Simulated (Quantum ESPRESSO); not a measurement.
Input and output of a self-consistent single point for a (111) slab of K2Pt (cut from a parent of space group no. 225; 6 atoms in the cell) (Quantum ESPRESSO).

Level of theory: LDA (PW92), PseudoDojo standard norm-conserving (LDA) pseudopotentials (plane waves; Quantum ESPRESSO).

The change in words: vacuum of 16.5 angstrom (first run: 14 Å); assume_isolated: default → 2D. Reference geometry:
```yaml
crystal:
  lattice:
    - [5.33176, 0.00000, 0.00000]
    - [-2.66588, 4.61744, 0.00000]
    - [0.00000, 0.00000, 20.53001]
  atoms:
    - { symbol: K, position: [0.33333, 0.66667, 0.44699] }
    - { symbol: K, position: [0.00000, 0.00000, 0.34096] }
    - { symbol: K, position: [0.00000, 0.00000, 0.65904] }
    - { symbol: K, position: [0.66667, 0.33333, 0.55301] }
    - { symbol: Pt, position: [0.66667, 0.33333, 0.39398] }
    - { symbol: Pt, position: [0.33333, 0.66667, 0.60603] }
```

Reference input (self-consistent single point, DFT, LDA (PW92), plane waves, PseudoDojo standard norm-conserving (LDA) pseudopotentials): ecutwfc = 85 Ry; occupations = smearing; smearing = fd; degauss = 0.0036749 Ry; potentials = {K: K.upf, Pt: Pt.upf}; K_POINTS = automatic 3 3 1 0 0 0; conv_thr = 1e-11 Ry; mixing_beta = 0.4. This run's input differs from it in these lines:

```diff
@@ -11,3 +11,3 @@
     A = 5.33175592,
-    C = 20.53001100,
+    C = 23.06004300,
     nat = 6,
@@ -18,2 +18,3 @@
     degauss = 0.0036749,
+    assume_isolated = '2D',
 /
@@ -27,8 +28,8 @@
 ATOMIC_POSITIONS crystal
-K     1.33333333    0.66666667    0.44698500
-K     0.00000000    0.00000000    0.34096400
-K     0.00000000    0.00000000    0.65903600
-K     0.66666667    0.33333333    0.55301000
-Pt    0.66666667    0.33333333    0.39397500
-Pt    1.33333333    0.66666667    0.60602500
+K     1.33333333    0.66666667   -0.04719600
+K     0.00000000    0.00000000   -0.14158700
+K     0.00000000    0.00000000    0.14158700
+K     0.66666667    0.33333333    0.04719600
+Pt    0.66666667    0.33333333   -0.09439200
+Pt    1.33333333    0.66666667    0.09439200
 K_POINTS automatic
```

Output (repeated stretches shortened):

```
     Self-consistent Calculation

     iteration #  1     ecut=    85.00 Ry     beta= 0.40

     Threshold (ethr) on eigenvalues was too large:
     Diagonalizing with lowered threshold

     negative rho (up, down):  3.190E-05 0.000E+00

     total energy              =    -761.85262459 Ry
     estimated scf accuracy    <       0.54814022 Ry

     iteration #  2     ecut=    85.00 Ry     beta= 0.40

     negative rho (up, down):  1.833E-05 0.000E+00

     total energy              =    -761.94271560 Ry
     estimated scf accuracy    <       0.35729422 Ry

     iteration #  3     ecut=    85.00 Ry     beta= 0.40

     negative rho (up, down):  8.870E-06 0.000E+00

     total energy              =    -761.99308527 Ry
     estimated scf accuracy    <       0.04861947 Ry

   [... 10 blocks of this kind left out ...]

     iteration # 14     ecut=    85.00 Ry     beta= 0.40

     total energy              =    -762.00145719 Ry
     estimated scf accuracy    <          3.0E-11 Ry

     iteration # 15     ecut=    85.00 Ry     beta= 0.40
     End of self-consistent calculation

     the Fermi energy is    -2.2899 ev

!    total energy              =    -762.00145719 Ry
     estimated scf accuracy    <          4.6E-12 Ry
     smearing contrib. (-TS)   =      -0.00000018 Ry
     internal energy E=F+TS    =    -762.00145701 Ry

     convergence has been achieved in  15 iterations

     Forces acting on atoms (cartesian axes, Ry/au):

     atom    1 type  1   force =     0.00000000    0.00000000    0.00261836
     atom    2 type  1   force =     0.00000000    0.00000000    0.00732077
     atom    3 type  1   force =     0.00000000    0.00000000   -0.00732077
     atom    4 type  1   force =     0.00000000    0.00000000   -0.00261836
     atom    5 type  2   force =     0.00000000    0.00000000    0.00143523
     atom    6 type  2   force =    -0.00000000   -0.00000000   -0.00143523

     Total force =     0.011181     Total SCF correction =     0.000005

          total   stress  (Ry/bohr**3)                   (kbar)     P=       -8.54
  -0.00007253  -0.00000000  -0.00000000          -10.67       -0.00       -0.00
  -0.00000000  -0.00007253  -0.00000000           -0.00      -10.67       -0.00
  -0.00000000  -0.00000000  -0.00002912           -0.00       -0.00       -4.28

   JOB DONE.
```

The run converged in 15 iterations. Against the reference run the free energy hardly moves (within 1 meV/atom), the largest force moves little (0.186 to 0.188 eV/Å) and the gap on the mesh goes from 1.318 to 1.343 eV.

The starting cell comes from a database of computed structures (which also holds hypothetical and non-ambient phases and stackings), without a prior relaxation at this level. The slab is cut from that crystal, and its faces are unrelaxed. Its lattice was rescaled by up to half a per cent. Spin-orbit coupling is off.

Cost on one core of a shared machine: roughly 4 min.
